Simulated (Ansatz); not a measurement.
Adsorption energy and surface dipole of H on the 1x1 (111) surface of fcc Al, one in a 2x1 cell, started at the site 'bridge Al-Al (span 2.9 Å)', worked from the runs' numbers; total energies count from the potentials' own zero.

Calculation: PBE (plane waves to 420 eV, PAW; Ansatz, a quantum-chemistry and plane-wave program).

Model: 9-atom slab, 7.0 Å thick at the start under the adsorbate (thin: gaps and levels are the slab's own), 6x12x1 mesh, Fermi-Dirac 0.1 eV, dipole correction, 4 atoms held, the rest relaxed; held to the start's symmetry, so lower structures may exist; no spin, no spin-orbit, no U, no dispersion correction. At the end it is bonded to 3 Al. In PBE it is, or lies within 0.03 eV of, the lowest of the starts that converged.

```csv
quantity,value
slab with the adsorbate,-4314.108 eV
"clean slab, same cell and mesh",-4298.510 eV
"reference, ½ H2(g)",-15.872 eV
area of the cell,14.15 Å²
change of the step from the bottom to the top vacuum level,-0.208 eV
```

Problem. What is the adsorption energy against this reference?

Solution. E(slab + adsorbate) − E(slab) − E(reference) = 0.27 eV, so in this state the adsorbate is less stable than in the reference, at a coverage of 7.07 a nm².
